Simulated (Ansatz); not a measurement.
## BeS: band gap against strain

BeS (zinc blende, F-43m, 13.793 Å³/atom at rest) under an equal strain ε in the (111) plane with the normal axis free, as in a coherent film. LDA in Ansatz, a plane-wave DFT program (PAW, default set), 420 eV, 12×12×12 Γ-centred mesh, Fermi-Dirac smearing 0.05 eV; ions are relaxed within the symmetry of each cell. Gaps are the smallest over the k-mesh and a band path, without spin-orbit coupling; in all rows the valence edge lies at Γ and the conduction edge at about 1.3 Å⁻¹ from Γ.

Here s stands for strain and Eg for gap.

```
strain (%)  gap (eV)
----------  --------
0.00            2.82
0.42            2.81
0.83            2.79
1.25            2.78
2.50               ?
```

### Question
Using a straight line, estimate the missing Eg at s = 2.50 from the other rows, showing the fit.

### Answer
Means: s 0.62500, Eg 2.800. About the means, the sum of products is -0.029100 and the sum of squares of s is 0.86530; the slope is their ratio. Least squares gives Eg = 2.821 - 0.0336·s. Residuals (row less fit): -0.001, 0.003, -0.003, 0.001; standard error 0.003 (degrees of freedom: 2). Over these rows the gap moves by -3.4 ± 0.4 eV per unit strain. At the withheld row, Eg = 2.821 - 0.0336 × 2.50 = 2.737 eV. The calculation gives 2.73 eV, 0.007 eV below the prediction (7.8 % of the range of Eg in the table). The row lies outside the fitted rows, so this is an extrapolation. The fitted rows scatter only by rounding.

Rows are the converged runs of the series near zero and its far end; series whose fitted rows scatter by over a few per cent of the range, as at a crossing or softening among them, aren't shown in this form. Most that stay on the fit to the last digits aren't either.
